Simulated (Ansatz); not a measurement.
Base system: SnTe in the rock salt structure (space group Fm-3m, No. 225; a = 6.2348 Å). Axes: x, y, z lie along the cube axes.

The values are results of Ansatz (an electronic-structure program) LDA, no spin-orbit coupling, not measurements.

Strains are applied to the cell and any free atomic positions relax; under biaxial strain the out-of-plane vector relaxes too.

One change was made to it. Results:

The energy goes up by 1.0 meV/atom; the pressure (mean of the normal stresses, compression positive) goes from zero to 0.4 GPa; the shortest interatomic distance shrinks by 0.008 Å (3.117 Å → 3.109 Å).

Question: Which of these changes matches the shifts?
A) biaxial strain +2.08 %, plane normal [111], relaxed out of plane
B) biaxial strain −0.83 %, plane normal [111], relaxed out of plane
C) biaxial strain −2.50 %, plane normal [111], relaxed out of plane

Answer: B, biaxial strain −0.83 %, plane normal [111], relaxed out of plane. For comparison, the energy relative to the base in the other runs: biaxial strain −2.50 %, plane normal [111], relaxed out of plane gives +8.6 meV/atom; biaxial strain +2.08 %, plane normal [111], relaxed out of plane gives +5.8 meV/atom.

The mesh was chosen for an insulator and is coarse for the gapless case. No phonon test of stability was made. The final runs are not spin-polarised.
